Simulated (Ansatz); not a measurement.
NiAs-type NiSb was calculated with r²SCAN in Ansatz (plane waves, PAW).

Run with plane-wave cutoff 560 eV, 18×18×12 k mesh (along the axes of the cell as run), Fermi–Dirac smearing 0.05 eV, no spin polarisation, scalar-relativistic PAW data made under PBE.

Properties against volume:

Shape and atoms are relaxed at each volume.

| V (Å³/atom) | P (GPa) | c (Å) | a (Å) |
|---|---|---|---|
| 16.443 | 5.60 | 5.044 | 3.880 |
| 16.786 | 2.64 | 5.083 | 3.905 |
| 17.129 | 0.00 | 5.120 | 3.931 |
| 17.471 | -2.34 | 5.157 | 3.956 |
| 17.814 | -4.42 | 5.194 | 3.980 |

Note: the bulk modulus comes from volumes at which shape and atoms were relaxed.

Ansatz is an electronic-structure program.
